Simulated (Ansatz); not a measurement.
Al2O3: response to strain

Base system: Al₂O₃ in the corundum structure (space group R-3c, No. 167; a = 4.729 Å, c = 12.892 Å (hexagonal axes)). Axes: x lies along a and z along c of the hexagonal cell.

Strains are applied to the cell and any free atomic positions relax.

Method: LDA (Ansatz, a quantum-chemistry and plane-wave program, PAW, without spin-orbit coupling).

Notes on the quantities. energy relative to the base: free energy F; pressure: mean of the normal stresses, compression positive.

| variant | energy relative to the base | pressure | band gap |
|---|---|---|---|
| base | 0 meV/atom | -0.1 kbar | 6.43 eV |
| tensor shear ε_xz = +1.60 % | +4.1 meV/atom | 2.5 kbar | 6.41 eV |
| tensor shear ε_xz = +0.80 % | +1.0 meV/atom | 0.6 kbar | 6.43 eV |
| tensor shear ε_xz = +2.00 % | +6.3 meV/atom | 4.0 kbar | 6.40 eV |
| tensor shear ε_xz = +1.20 % | +2.3 meV/atom | 1.4 kbar | 6.42 eV |
| tensor shear ε_xz = +0.40 % | +0.3 meV/atom | 0.1 kbar | 6.43 eV |

Whether these cells are dynamically stable was not tested.
